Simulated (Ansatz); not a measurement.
# O on the 1x1 (100) surface of rock-salt MgO (cut with top plane Mg + O), one in a 2x2 cell, started at the site 'top Mg'

Host crystal: rock-salt MgO, with a band gap (PBE, scalar-relativistic without spin-orbit coupling).

Computed with r2SCAN, at the PBE geometry and the start's symmetry (plane waves to 500 eV, PAW; Ansatz, a program for electronic structure).

Model: 33-atom slab, 6.4 Å thick at the start under the adsorbate (thin: gaps and levels are the slab's own), 3x3x1 mesh, Fermi-Dirac 0.01 eV, dipole correction, single point; on the structure that PBE left under its start's symmetry; spin-polarised, ending with about 2.0 μB a cell; orders that need a larger cell were not tried, no spin-orbit, no U, no dispersion correction. The program's check for a lower electronic state was not made. It is one chosen start, not shown to be the lowest state of the adsorbate.

| Item | Value |
|---|---|
| adsorption energy against ½ O2(g) at the same level | 2.13 eV |
| change of the step from the bottom to the top vacuum level, against the clean slab | 0.96 eV |
| height of the binding atom over the mean of the host atoms within 0.3 Å of the top one | 2.056 Å |
| magnetic moment of the cell | 2.00 μB |
| nearest host atoms of the binding atom | Mg at 2.02 Å, O at 2.98 Å, O at 2.98 Å |

A negative adsorption energy means that the adsorbate is more stable on the surface than in its reference.
